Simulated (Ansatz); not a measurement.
```xyz
2
Lattice="0.0000 2.8167 2.8167 2.8167 0.0000 2.8167 2.8167 2.8167 0.0000" Properties=species:S:1:pos:R:3 pbc="T T T"
Zn     0.0000     0.0000     0.0000
Se     4.2251     4.2251     4.2251
```

Levels: band masses from HSE06 with spin-orbit coupling, rigid bands (Ansatz, an electronic-structure program); dielectric response from LDA in Ansatz.

Question: Estimate the Fröhlich constants and the polar-limited mobilities at 300 K.

Answer: electrons: mass 0.142 mₑ, α = 0.27, about 1130 cm²/(V·s) by the iterated Boltzmann equation for weak coupling; holes: mass 0.64 mₑ, α = 0.57, about 119 cm²/(V·s) by the iterated Boltzmann equation for weak coupling (ε∞ 7.5, static ε 10.1, LO 31 meV).

Model: isotropic Fröhlich coupling of one parabolic band to one effective longitudinal optical (LO) phonon, from the dielectric constants and phonon modes at the zone centre, chosen so that α equals the sum over the polar modes. Acoustic, nonpolar, intervalley and impurity scattering are left out, and they lower the mobility further; with several valleys or bands the averaged mass is a rough stand-in. Semilocal functionals tend to overestimate ε∞, which makes α low and the mobility high.
